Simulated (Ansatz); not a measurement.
The starting structures come from a database of crystals and need not be the phases stable at ambient conditions.

The decay constant κ of evanescent states in the gap governs leakage through a thin film.

Input:

```
CELL_PARAMETERS angstrom
      4.37628     0.00000     0.00000
      0.00000     7.73927     0.00000
      0.00000     0.00000     9.25231
ATOMIC_POSITIONS crystal
  Sn 0.25000 0.76823 0.57488
  Sn 0.75000 0.23177 0.42512
  Sn 0.75000 0.73177 0.07488
  Sn 0.25000 0.26823 0.92512
  Cl 0.75000 0.51852 0.84599
  Cl 0.25000 0.48148 0.15401
  Cl 0.25000 0.98148 0.34599
  Cl 0.75000 0.01852 0.65401
  Cl 0.75000 0.14280 0.07991
  Cl 0.25000 0.85720 0.92009
  Cl 0.25000 0.35720 0.57991
  Cl 0.75000 0.64280 0.42009
```

Space group of this cell: Pnma. The cell was relaxed by PBE-D3(BJ).

Transport runs along the normal of the first two printed cell vectors.

The gap is the functional's own, uncorrected, and κ follows it; spin-orbit coupling is left out. Mid-gap values are interpolated between the computed energies.

Problem. Compute, with Ansatz (a program for electronic structure) with r2SCAN, the band gap and the smallest decay constant κ at mid-gap.

Solution. Gap 3.43 eV on a 8×4×4 mesh; κ = 0.406 1/Å, at (0.000, 0.250) of the in-plane reciprocal vectors. At the zone centre, at the nearest computed energy, the slowest state has κ = 0.41 1/Å.
